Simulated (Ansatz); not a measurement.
The parent structure is Ti₃Al (space group P6_3/mmc, No. 194; a = 5.688 Å, c = 4.608 Å). Axes: x lies along a and z along c of the hexagonal cell.

All numbers come from Kohn–Sham DFT with the PBEsol functional, run in Ansatz (a program for electronic structure) with PAW and 420 eV plane waves, no SOC.

Base values:

- Shortest interatomic distance: 2.792 Å
- Pressure: 0.0 GPa
- Band gap: zero

Perturbation: uniaxial strain ε_zz = −1.49 %, all other strain components held at zero, atoms relaxed at fixed cell.

Question: Estimate the effect on the shortest interatomic distance.

Answer: The shortest interatomic distance shrinks by 0.0078 Å, from 2.792 Å to 2.785 Å.

Question: Predict the new pressure.

Answer: The pressure (mean of the normal stresses, compression positive) goes from zero to 2.0 GPa.

Question: How does this affect the energy relative to the base?

Answer: The energy goes up by 2.8 meV/atom.

Question: Estimate the effect on the band gap.

Answer: The band gap stays zero.

No phonon test of stability was made. The final runs are not spin-polarised.
